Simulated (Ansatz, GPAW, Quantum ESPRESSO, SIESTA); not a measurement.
## One structure in several programs: NbVCr (Imma, 6 atoms in the cell)

Self-consistent single point.

```yaml
crystal:
  lattice:
    - [-2.46242, 2.52027, 3.50740]
    - [2.46242, -2.52027, 3.50740]
    - [2.46242, 2.52027, -3.50740]
  atoms:
    - { symbol: Nb, position: [0.12626, 0.37626, 0.75000] }
    - { symbol: Nb, position: [0.87374, 0.62374, 0.25000] }
    - { symbol: V, position: [0.50000, 0.00000, 0.50000] }
    - { symbol: V, position: [0.00000, 0.00000, 0.00000] }
    - { symbol: Cr, position: [0.50000, 0.00000, 0.00000] }
    - { symbol: Cr, position: [0.50000, 0.50000, 0.50000] }
```

Shared settings, as Ansatz (an electronic-structure program) writes them: kpoints.mp_grid.grid = 5 5 5; scf.occupations.method = fermi_dirac; scf.occupations.width = 0.1 eV. Potentials and cutoffs stand in the table.

| code | model | pressure (GPa) | largest force (eV/Å) | cutoff |
|---|---|---|---|---|
| GPAW | LDA (Perdew-Wang 92), GPAW PAW datasets LDA (gpaw-data 1.0.1) | -11.87 | 0.026 | 800 eV |
| Ansatz | LDA (PW92), PAW files made with PBE | -11.14 | 0.019 | 420 eV |
| Quantum ESPRESSO | LDA (PZ), GBRV 1.5 ultrasoft (LDA) pseudopotentials | -11.12 | 0.018 | 50 Ry |
| SIESTA | LDA PW92, numerical atomic orbitals DZP, PseudoDojo LDA standard norm-conserving potentials (rewritten from UPF to PSML) | -11.91 | 0.017 | grid 400 Ry |

On Ansatz's run: spin polarisation is off.

The spread over the programs that give each value: pressure within 0.79 GPa; largest force within 0.009 eV/Å.

SIESTA uses small atom-centred bases, whose incompleteness enters pressures, forces and empty levels differently from a plane-wave cutoff. Ansatz's pressure is given at a fixed set of plane waves, as the other plane-wave codes print theirs; with its correction for the finite basis it is -11.08 GPa. The same LDA comes in different parametrisations, which differ slightly.

The starting cell comes from a database of computed structures (which also holds hypothetical and non-ambient phases and stackings), without a prior relaxation at this level.

Left out of this page: Elk (not drawn, or without a comparable value).

Keys are those of Ansatz 0.2.
